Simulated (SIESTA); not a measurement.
A self-consistent single point of BaGa₂H₂ (P3m1, 5 atoms in the cell) with SIESTA.

Computed with SIESTA 5.4.2 with LDA PW92, numerical atomic orbitals TZP, PseudoDojo LDA standard norm-conserving potentials (rewritten from UPF to PSML).

```
Ba(GaH)2
1.0
    4.51261     0.00000     0.00000
   -2.25631     3.90804     0.00000
    0.00000     0.00000     4.96539
Ba Ga H
1 2 2
Direct
  0.00000   0.00000   0.01007
  0.33333   0.66667   0.46883
  0.66667   0.33333   0.53117
  0.33333   0.66667   0.13291
  0.66667   0.33333   0.86709
```

Reference input (self-consistent single point, DFT, LDA PW92, numerical atomic orbitals TZP, PseudoDojo LDA standard norm-conserving potentials (rewritten from UPF to PSML)): XC.functional = LDA; XC.authors = PW92; potentials = PseudoDojo LDA standard; PAO.BasisSize = TZP; PAO.EnergyShift = 0.005 Ry; MeshCutoff = 300 Ry; kgrid.MonkhorstPack = 4 4 3; OccupationFunction = FD; ElectronicTemperature = 100 meV; MaxSCFIterations = 150; SCF.Mixer.Method = Broyden; SCF.Mixer.Weight = 0.1. This run's input differs from it in these lines:

```diff
@@ -32,8 +32,8 @@
 %block kgrid.MonkhorstPack
-    4   0   0  0.0
-    0   4   0  0.0
-    0   0   3  0.0
+    7   0   0  0.0
+    0   7   0  0.0
+    0   0   5  0.0
 %endblock kgrid.MonkhorstPack
 OccupationFunction           FD
-ElectronicTemperature        100.0 meV
+ElectronicTemperature        1000.0 meV
```

Output, abridged:

```
        iscf     Eharris(eV)        E_KS(eV)     FreeEng(eV)     dDmax    Ef(eV) dHmax(eV)
   scf:    1    -4935.720928    -4948.350845    -4951.884170  2.668407 -5.138879  3.308142
   scf:    2    -4948.824668    -4948.593687    -4952.126774  0.054052 -5.140126  2.682332
   scf:    3    -4949.240187    -4949.010328    -4952.599875  0.205633 -5.121067  0.734486
   scf:    4    -4948.957269    -4948.986726    -4952.625429  0.166029 -5.053060  0.252023
   scf:    5    -4948.963381    -4948.975598    -4952.627951  0.042222 -5.042322  0.083824
   [... 8 lines left out ...]
   scf:   14    -4948.971160    -4948.971160    -4952.628734  0.000021 -5.036233  0.000351
   scf:   15    -4948.971163    -4948.971162    -4952.628734  0.000016 -5.036232  0.000323
   scf:   16    -4948.971164    -4948.971163    -4952.628734  0.000011 -5.036231  0.000293
   scf:   17    -4948.971166    -4948.971164    -4952.628734  0.000008 -5.036230  0.000263
SCF Convergence by DM+H criterion
max |DM_out - DM_in|         :     0.0000084160
max |H_out - H_in|      (eV) :     0.0002632924
SCF cycle converged after 17 iterations

Using DM_out to compute the final energy and forces

siesta: E_KS(eV) =            -4948.9712

siesta: E_KS - E_eggbox =     -4948.9712

siesta: Atomic forces (eV/Ang):
     1   -0.000000    0.000000   -0.188494
     2    0.000019   -0.000010    0.664070
     3   -0.000019    0.000010   -0.461296
     4    0.000005   -0.000004   -0.353608
     5   -0.000005    0.000003    0.339316
   Tot    0.000000   -0.000000   -0.000012
   Max    0.664070
   Res    0.248929    sqrt( Sum f_i^2 / 3N )
   Max    0.664070    constrained

Stress tensor Voigt[x,y,z,yz,xz,xy] (kbar):      -11.04      -11.04      -25.62        0.00       -0.00       -0.00
   [... lines left out ...]
siesta: FreeEng =     -4952.628734
   [... lines left out ...]
siesta:    -0.006892   -0.000000   -0.000000
siesta:    -0.000000   -0.006892    0.000000
siesta:    -0.000000    0.000000   -0.015993

siesta: Cell volume =         87.566873 Ang**3

siesta: Pressure (static):
siesta:                Solid            Molecule  Units
siesta:           0.00010811          0.00004396  Ry/Bohr**3
siesta:           0.00992592          0.00403587  eV/Ang**3
siesta:          15.90307815          6.46618163  kBar
```

The run converged in 17 iterations. Against the reference run the free energy goes down by 304 meV/atom, the pressure goes from -1.61 to 1.59 GPa and the largest force goes from 0.370 to 0.664 eV/Å.

The starting cell comes from a database of computed structures (which also holds hypothetical and non-ambient phases and stackings), without a prior relaxation at this level. Its lattice was rescaled by up to half a per cent. One atom was moved a little off its site on purpose. Values carry the incompleteness of an atom-centred basis.

Cost on one core of a shared machine: roughly 80 s.
